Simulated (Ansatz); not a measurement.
The reference is Ge in the diamond structure (space group Fd-3m, No. 227; a = 5.7622 Å).

All numbers come from PBE/PAW in Ansatz (a first-principles code), no spin-orbit coupling, earlier PAW set.

Base values:

The gap character comes out as absent and the band gap comes out as zero.

Now apply this change: a hydrostatic pressure of 9 GPa.

Task: What does the calculation give for the gap character after the change?

Result: The gap character becomes indirect, Γ → L (base: absent).

Task: What does the calculation give for the band gap after the change?

Result: The band gap changes from zero to 0.37 eV.

Load acts through the strain it causes; cell and atoms are relaxed under it. Stability against distortions was not tested. Tetrahedral semiconductors of this kind turn to denser phases somewhere between about 1 and 50 GPa; those were not computed, so compressed cells here can lie past the real transition. A zero or small gap of Ge can be the functional's error rather than a property of the material.
